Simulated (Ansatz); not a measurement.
Consider SrZrO$_{3}$ in the cubic perovskite structure (space group Pm-3m, No. 221; a = 4.1299 Å).

One thing is altered: a hydrostatic pressure of 7.5 GPa.

Levels (all Ansatz, a first-principles code, PAW): PBEsol (420 eV, no spin-orbit coupling); HSE06 (420 eV, spin-orbit coupling left out).

The geometry is relaxed with PBEsol.

| Quantity | Value |
|---|---|
| PBEsol band gap | 3.39 eV |

With HSE06 at the same geometry, the band gap increases by 1.61 eV, from 3.39 eV to 5.00 eV.

Single points use the geometry relaxed with PBEsol. HSE06 gaps are upper bounds (no full band path). Load acts through the strain it causes; cell and atoms are relaxed under it. No phonon test of stability was made. Competing high-pressure phases were not computed. Many cubic perovskites are stable only at high temperature; tilts and polar distortions were not tested.
